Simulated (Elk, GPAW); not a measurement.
An Elk input for a self-consistent single point of KPb3 (Pm-3m, 4 atoms in the cell) (DFT, LDA (PW92), all-electron FP-LAPW, Elk's shipped species files, default APW+lo basis):

```
tasks
  0

xctype
  3

rgkmax
  7.0

stype
  3

swidth
  0.00367493

avec
    9.6401921604    0.0000000000    0.0000000000
    0.0000000000    9.6401921604    0.0000000000
    0.0000000000    0.0000000000    9.6401921604

sppath
  './'

atoms
  2   : nspecies
  'K.in'   : spfname
  1   : natoms; atposl, bfcmt below
  0.0000000000  0.0000000000  0.0000000000    0.0 0.0 0.0
  'Pb.in'   : spfname
  3   : natoms; atposl, bfcmt below
  0.0000000000  0.5000000000  0.5000000000    0.0 0.0 0.0
  0.5000000000  0.0000000000  0.5000000000    0.0 0.0 0.0
  0.5000000000  0.5000000000  0.0000000000    0.0 0.0 0.0

ngridk
  9 9 9
```

Question: Translate this input to GPAW.

Answer: This is the input that was run; spellings and numerical settings could be chosen otherwise.

```python
from ase import Atoms
from ase.units import GPa
from gpaw import GPAW, PW, FermiDirac

atoms = Atoms(['K', 'Pb', 'Pb', 'Pb'],
              cell=[[5.101370, 0.000000, 0.000000],
                    [0.000000, 5.101370, 0.000000],
                    [0.000000, 0.000000, 5.101370]],
              positions=[[0.000000, 0.000000, 0.000000],
                         [0.000000, 2.550685, 2.550685],
                         [2.550685, 0.000000, 2.550685],
                         [2.550685, 2.550685, 0.000000]],
              pbc=True)

calc = GPAW(mode=PW(550),
            xc='LDA',
            kpts=(9, 9, 9),
            occupations=FermiDirac(0.1),
            nbands=-8,
            convergence={'density': 1e-05, 'energy': 1e-05},
            symmetry={'symmorphic': False, 'tolerance': 0.0005},
            maxiter=100,
            txt='-')

atoms.calc = calc

energy = atoms.get_potential_energy()
print('Energy (eV):', round(energy, 6))
forces = atoms.get_forces()
print('Forces (eV/Ang):')
print(forces.round(5))
stress = atoms.get_stress()
print('Stress (GPa, Voigt):', (stress / GPa).round(4))
```

Basis settings and potentials, where a program has them, do not carry over. This input uses DFT LDA (Perdew-Wang 92), plane waves, GPAW PAW datasets LDA (gpaw-data 1.0.1). LDA parametrisations can differ slightly between programs.

The starting cell comes from a database of computed structures (which also holds hypothetical and non-ambient phases and stackings), without a prior relaxation at this level.
